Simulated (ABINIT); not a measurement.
Worked example: self-consistent single point of NaFeN (P6_3mc, 6 atoms in the cell) in ABINIT.

Method: LDA (PW92)+U, PAW (JTH v2.0 LDA PAW) (plane waves; ABINIT 10.0.3).

```
CELL_PARAMETERS angstrom
      2.94851     0.00000     0.00000
     -1.47426     2.55349     0.00000
      0.00000     0.00000     9.57791
ATOMIC_POSITIONS crystal
  Na 0.66667 0.33333 0.76069
  Na 0.33333 0.66667 0.26069
  Fe 0.00000 0.00000 0.51817
  Fe 0.00000 0.00000 0.01817
  N  0.33333 0.66667 0.56578
  N  0.66667 0.33333 0.06578
```

Reference input (self-consistent single point, DFT, LDA (PW92), plane waves, PAW (JTH v2.0 LDA PAW)): pseudos = [Na.LDA_PW-JTH.xml, Fe.LDA_PW-JTH.xml, N.LDA_PW-JTH.xml]; ecut = 30 Ha; pawecutdg = 60 Ha; ixc = 7; occopt = 7; tsmear = 0.05 eV; ngkpt = 5 5 2; nshiftk = 1; shiftk = 0 0 0; potentials = JTH v2.0 LDA PAW; nband = 39; kptopt = 1. This run's input differs from it in these lines:

```diff
@@ -22,2 +22,6 @@
 ixc 7
+usepawu 1
+lpawu -1 2 -1
+upawu 0 2 0 eV
+jpawu 0 0 0 eV
 occopt 7
```

Log, with long lists cut:

```
--- !BeginCycle
solver: {iscf: 17, nstep: 60, nline: 4, wfoptalg: 10, }
tolerances: {tolvrs: 1.00E-11, }
...

     iter   Etot(hartree)      deltaE(h)  residm     nres2
 ETOT  1  -353.63092141225    -3.536E+02 2.043E+01 6.770E+01
 ETOT  2  -365.60470443052    -1.197E+01 1.547E+00 3.268E+02
 ETOT  3  -365.24293501977     3.618E-01 5.676E-01 7.079E+01
 ETOT  4  -365.26574770294    -2.281E-02 1.387E-01 8.874E+01
 ETOT  5  -365.16828876732     9.746E-02 1.895E-01 1.040E+01
   [... 11 lines left out ...]
 ETOT 17  -365.15641004549     2.046E-12 2.076E-05 4.321E-09
 ETOT 18  -365.15641004549     1.705E-13 2.101E-05 2.690E-10
 ETOT 19  -365.15641004549     4.661E-12 4.582E-06 4.511E-11
 ETOT 20  -365.15641004549     2.899E-12 4.063E-06 5.105E-12
 At SCF step   20       nres2   =  5.10E-12 < tolvrs=  1.00E-11 =>converged.

 Cartesian components of stress tensor (hartree/bohr^3)
  sigma(1 1)=  7.94890585E-05  sigma(3 2)=  0.00000000E+00
  sigma(2 2)=  7.94890576E-05  sigma(3 1)=  0.00000000E+00
  sigma(3 3)=  3.83911346E-05  sigma(2 1)=  1.81600813E-12

 ----iterations are completed or convergence reached----

 reduced coordinates (array xred) for    6 atoms
       0.666666666667      0.333333333333      0.760690000000
       0.333333333333      0.666666666667      0.260690000000
      -0.000000000000      0.000000000000      0.518170000000
      -0.000000000000      0.000000000000      0.018170000000
       0.333333333333      0.666666666667      0.565780000000
       0.666666666667      0.333333333333      0.065780000000
 cartesian forces (eV/Angstrom) at end:
   [... lines left out ...]
 Fermi (or HOMO) energy (eV) =   5.14222   Average Vxc (eV)= -10.80260
   [... lines left out ...]
'-kT*entropy'       : -3.90877738725062E-18
total_energy        : -3.65156409934570E+02
total_energy_eV     : -9.93641123966911E+03
...

-Cartesian components of stress tensor (GPa)         [Pressure= -1.9356E+00 GPa]
- sigma(1 1)=  2.33864845E+00  sigma(3 2)=  0.00000000E+00
- sigma(2 2)=  2.33864842E+00  sigma(3 1)=  0.00000000E+00
- sigma(3 3)=  1.12950598E+00  sigma(2 1)=  5.34287948E-08

 Calculation completed.
```

The run converged in 20 iterations. 

The starting cell comes from a database of computed structures (which also holds hypothetical and non-ambient phases and stackings), without a prior relaxation at this level. Its lattice was rescaled by a random factor within 2.5 % of one. Spin polarisation is off. The U value is a test value, and with U on an open shell several self-consistent states can exist.

These are the values that this program gave, and no reference: the one-centre exchange-correlation terms come from a truncated expansion.

Cost on one core of a shared machine: roughly 2 min.
